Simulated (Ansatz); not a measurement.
# What pressure 10 GPa does to hypothetical diamond Mn

Take Mn in the diamond structure (space group Fd-3m, No. 227; a = 4.952 Å; non-magnetic; a hypothetical phase, not in the database extracts checked) as the base.

Now apply this change: a hydrostatic pressure of 10 GPa.

Level of theory: PBE (Ansatz, an electronic-structure program, PAW, no spin-orbit coupling). k-mesh 16×16×16 (Γ-centred); smearing 0.05 eV (Fermi–Dirac).

```csv
quantity,base,changed,shift
volume per atom,15.17 Å³,14.28 Å³,-0.89 Å³
lattice parameter a,9.357 bohr,9.170 bohr,-0.187 bohr
shortest interatomic distance,4.052 bohr,3.971 bohr,-0.081 bohr
enthalpy H = E + PV relative to the base's energy,–,+0.92 eV/atom,–
band gap,zero,zero,–
```

Final structure:

```yaml
crystal:
  lattice:
    - [0.00000, 2.42632, 2.42632]
    - [2.42632, 0.00000, 2.42632]
    - [2.42632, 2.42632, 0.00000]
  atoms:
    - { symbol: Mn, position: [0.25000, 0.25000, 0.25000] }
    - { symbol: Mn, position: [0.00000, 0.00000, 0.00000] }
```

Load acts through the strain it causes; cell and atoms are relaxed under it. No phonon test of stability was made. No other phases were tried under pressure. Starting moments died away, wholly or in part, for the base; another magnetic solution may exist. All final runs are without spin polarisation.
